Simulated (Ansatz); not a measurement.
Structures of equal composition on the (111) surface of fcc Ag: a layer of Ti in place of the second plane; a layer of Ti in place of the third plane. The slabs share one bottom face, and each structure is named by its start. These are constructed structures in small cells; real faces may alloy, dewet or reconstruct in larger ones, and not all known structures of the face are among them. Slabs of about 12 Å, Fermi-Dirac smearing of 0.1 eV. Bottom of the slabs: a bare face, its two planes held. Relaxed from the named starts with such symmetry as they have, on meshes of like density; energies extrapolated to zero smearing; spin only where a row says so; no spin-orbit coupling, no U. Brackets mark spin-polarised runs, whose order is one that fits the cell.

Calculation: PBE (plane waves to 420 eV, PAW; Ansatz, an electronic-structure program).

Put the candidates in order of energy per 1x1 cell, lowest first, for PBE.

a layer of Ti in place of the third plane (0.000 eV), a layer of Ti in place of the second plane (0.026 eV)
